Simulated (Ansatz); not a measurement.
We consider CaZrS3 (Pnma, No. 62; cell taken from a computed entry), described by PBEsol (plane waves, PAW; Ansatz, a program for electronic structure).

Run with plane-wave cutoff 520 eV, 6×4×6 k mesh (along the axes of the cell as run), Fermi–Dirac smearing 0.01 eV, scalar-relativistic PAW data made under PBE.

Cell (relaxed with PBEsol):

CaZrS3 has the orthorhombic space group Pnma (No. 62), Pearson symbol oP20. Conventional cell: a = 7.0031 Å, b = 9.5157 Å, c = 6.4561 Å, α = β = γ = 90.00°. Ca on 4c has 6 S at 2.792–2.964 Å and 2 S at 3.358 Å. Zr on 4b has 6 S at 2.526–2.544 Å (octahedral). S1 on 8d is coordinated by 2 Zr at 2.529–2.544 Å and 2 Ca at 2.826–2.964 Å and 1 Ca at 3.358 Å. S2 on 4c sees 2 Zr at 2.526 Å and 2 Ca at 2.792–2.795 Å. (Neighbours: up to the widest gap in distance over summed covalent radii, below 1.35, at either atom; cation-cation and far metal-metal contacts left out.)

Q: Predict the band gap.

A: 
band gap: 1.15 eV

Spin–orbit coupling is not included.

Static lattice: no zero-point or thermal effects.
